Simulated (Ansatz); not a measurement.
A computed series for CdSe: response to strain

Base system: CdSe in the zinc blende structure (space group F-43m, No. 216; a = 6.1333 Å).

Strains are applied to the cell and any free atomic positions relax.

The values are results of DFT with r2SCAN, PAW potentials and a 500 eV plane-wave cutoff in Ansatz (an electronic-structure program), no spin-orbit coupling, not measurements.

```
isotropic strain (%)  band gap (eV)
--------------------  -------------
-3.15                          1.25
-1.38                          1.13
-0.61                             ?
0                              1.04
```

Question: Fit E_g = E₀ + Dε (ε in %) to the rows shown and predict the withheld row.

Answer: Least squares on the printed values gives E₀ = 1.04 eV, D = -66.7 meV per % of strain (largest residual 0.00 eV); this predicts 1.08 eV, and the run gives 1.08 eV, in agreement.

Whether these cells are dynamically stable was not tested.
